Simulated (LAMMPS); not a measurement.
LAMMPS 22 Jul 2025, classical MD, MEAM (library.meam): Si, 5832 atoms.

```yaml
task: MD, nve
potential: MEAM, library.meam
copies_of_the_repeat_unit: 9×9×9
shape (slab and sphere leave vacuum in the box): bulk
neighbor_skin: 2 Å
neigh_modify: every 1 delay 0 check yes
newton: on (default)
atom_modify sort (bins of 2 Å where set): 1000 (default)
comm_style: brick (default)
box: 48.9 × 48.9 × 48.9 Å
start: generated diamond lattice, warmed in an untimed run
```

All runs start from one configuration, warmed at this fixed volume for 1000 steps under a thermostat at 1200 K. The run at the shortest step has a mean temperature of 1220 K and a mean pressure of 3.8 GPa.

Each run covers about 2.0 ps at constant energy (mean temperature 1220 K at the shortest step); σ is the standard deviation over the printed steps. One run each, on a shared machine, so no times are given.

Steps tried: 0.5 fs, 1 fs, 2 fs, 2.5 fs, 4 fs, 5 fs, 8 fs, 10 fs, 16 fs, 20 fs, 32 fs.

### Question
Up to which step does the ratio σ(E total)/σ(E kinetic) stay under 1 %, and what happens beyond?

### Answer
1 fs. The run fails or blows up at 8 fs, 10 fs, 16 fs, 20 fs, 32 fs.

```json
[
 {"time step": "0.5 fs", "σ(E total)/σ(E kinetic)": "0.00098", "last minus first total energy (meV/atom)": "under 0.001", "mean temperature (K)": "1220"},
 {"time step": "1 fs", "σ(E total)/σ(E kinetic)": "0.0039", "last minus first total energy (meV/atom)": "+0.0024", "mean temperature (K)": "1210"},
 {"time step": "2 fs", "σ(E total)/σ(E kinetic)": "0.016", "last minus first total energy (meV/atom)": "+0.0049", "mean temperature (K)": "1210"},
 {"time step": "2.5 fs", "σ(E total)/σ(E kinetic)": "0.025", "last minus first total energy (meV/atom)": "+0.014", "mean temperature (K)": "1210"},
 {"time step": "4 fs", "σ(E total)/σ(E kinetic)": "0.070", "last minus first total energy (meV/atom)": "+0.36", "mean temperature (K)": "1190"},
 {"time step": "5 fs", "σ(E total)/σ(E kinetic)": "0.14", "last minus first total energy (meV/atom)": "+1.1", "mean temperature (K)": "1180"},
 {"time step": "8 fs", "σ(E total)/σ(E kinetic)": "stops: Lost atoms", "last minus first total energy (meV/atom)": "—", "mean temperature (K)": "—"},
 {"time step": "10 fs", "σ(E total)/σ(E kinetic)": "stops: Lost atoms", "last minus first total energy (meV/atom)": "—", "mean temperature (K)": "—"},
 {"time step": "16 fs", "σ(E total)/σ(E kinetic)": "stops: Lost atoms", "last minus first total energy (meV/atom)": "—", "mean temperature (K)": "—"},
 {"time step": "20 fs", "σ(E total)/σ(E kinetic)": "stops: Lost atoms", "last minus first total energy (meV/atom)": "—", "mean temperature (K)": "—"},
 {"time step": "32 fs", "σ(E total)/σ(E kinetic)": "stops: Lost atoms", "last minus first total energy (meV/atom)": "—", "mean temperature (K)": "—"}
]
```

The bar is a choice.
